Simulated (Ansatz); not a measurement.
The reference is TiAl2 (space group Cmmm, No. 65).

```yaml
crystal:
  lattice:
    - [1.95083, -6.02733, 0.00000]
    - [1.95083, 6.02733, 0.00000]
    - [0.00000, 0.00000, 3.97039]
  atoms:
    - { symbol: Ti, position: [0.84373, 0.15627, 0.00000] }
    - { symbol: Ti, position: [0.15627, 0.84373, 0.00000] }
    - { symbol: Al, position: [0.50000, 0.50000, 0.00000] }
    - { symbol: Al, position: [0.00000, 0.00000, 0.50000] }
    - { symbol: Al, position: [0.67280, 0.32720, 0.50000] }
    - { symbol: Al, position: [0.32720, 0.67280, 0.50000] }
```

Cartesian axes are those of the cell as printed.

The values are results of PBEsol/PAW in Ansatz (an electronic-structure program), without spin-orbit coupling, not measurements.

Now apply this change: every lattice vector is stretched by 1.39 %, atoms relaxed at fixed cell.

Task: Predict the stress tensor and what it implies for the stiffness.

Result: Stress of the strained cell less that of the base (GPa, compression positive):
```
   -4.4     0.0     0.0
    0.0    -4.4     0.0
    0.0     0.0    -4.3
```

Then B = −ΔP/(ΔV/V₀) with ΔV/V₀ = 0.0423 gives secant stiffness values (nonlinear terms included at this strain): B (at held cell shape, above the free-shape value) ≈ 103 GPa.

As a check, the harmonic strain energy −½ V₀ Δσ:ε is 8.8 meV/atom; the computed energy rise is 9.3 meV/atom.

No phonon test of stability was made. All final runs are without spin polarisation.
